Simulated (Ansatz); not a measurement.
Cells marked so need not be the phases stable at ambient conditions, and some may be hypothetical.

The gap is the functional's own, uncorrected, and κ follows it; spin-orbit coupling is left out. Mid-gap values are interpolated between the computed energies.

A. YHSe (P-6m2, not sure to be the ambient phase, 3 atoms a cell, 16.7 Å³ an atom), along the normal of (110)
B. SrHI (P4/nmm, not sure to be the ambient phase, 6 atoms a cell, 25.2 Å³ an atom), along the normal of (001)
C. LaGaO₃ (R3c, not sure to be the ambient phase, 10 atoms a cell, 12.2 Å³ an atom, -5 GPa at this level), along the normal of (101)

Question: Order them by mid-gap decay constant of the slowest evanescent state (lowest first) at the level r2SCAN in Ansatz (a quantum-chemistry and plane-wave program).

Answer: A (0.16 1/Å), B (0.31 1/Å), C (0.38 1/Å)
